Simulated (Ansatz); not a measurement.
The reference is Mo in the simple cubic structure (space group Pm-3m, No. 221; a = 2.5692 Å; a hypothetical phase, not in the database extracts checked).

Structures relaxed with PBEsol in Ansatz (plane waves to 420 eV, PAW, no spin-orbit coupling).

Base:

Simulated powder pattern, Co Kα, λ = 1.79026 Å (kinematic, ideal powder, no thermal factors, no anomalous dispersion; the 10 strongest lines at most, above 2 %, up to 2θ = 90°):

```
2θ (°)  I/Imax (%)    hkl
------  ----------  -----
40.78          100  (100)
59.04           67  (110)
74.24           23  (111)
88.35           12  (200)
```

The change: cell and atoms relaxed at a pressure of 0.7 GPa.

**Question.** How do the reflections move or split?

**Answer.** 
Simulated powder pattern, Co Kα, λ = 1.79026 Å (kinematic, ideal powder, no thermal factors, no anomalous dispersion; the 10 strongest lines at most, above 2 %, up to 2θ = 90°):

| 2θ (°) | I/Imax (%) | hkl |
|---|---|---|
| 40.83 | 100 | (100) |
| 59.11 | 67 | (110) |
| 74.33 | 23 | (111) |
| 88.47 | 12 | (200) |

The indices refer to the base's conventional cell; one index is shown for lines that coincide.

Load acts through the strain it causes; cell and atoms are relaxed under it. Whether these cells are dynamically stable was not tested. The final runs are not spin-polarised.

Ansatz is an electronic-structure program.
